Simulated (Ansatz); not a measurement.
Results of r²SCAN in Ansatz (PAW) for CsCl-type AuZn (cubic form, which distorts at low temperature).

Run with plane-wave cutoff 500 eV, 18×18×18 k mesh, Fermi–Dirac smearing 0.1 eV, scalar-relativistic PAW data made under PBE.

Computed at the level's own relaxed cell.

**Question.** Predict the equilibrium volume per atom and lattice parameter a.

**Answer.** 
- equilibrium volume per atom: 15.61 Å³/atom
- lattice parameter a: 3.149 Å

Note: symmetry holds this phase in the static calculation, where it need not be a minimum.

Spin–orbit coupling is not included; it can shift volumes and moduli of such heavy elements.

Computed values are for the static lattice.

Ansatz is a quantum-chemistry and plane-wave program.
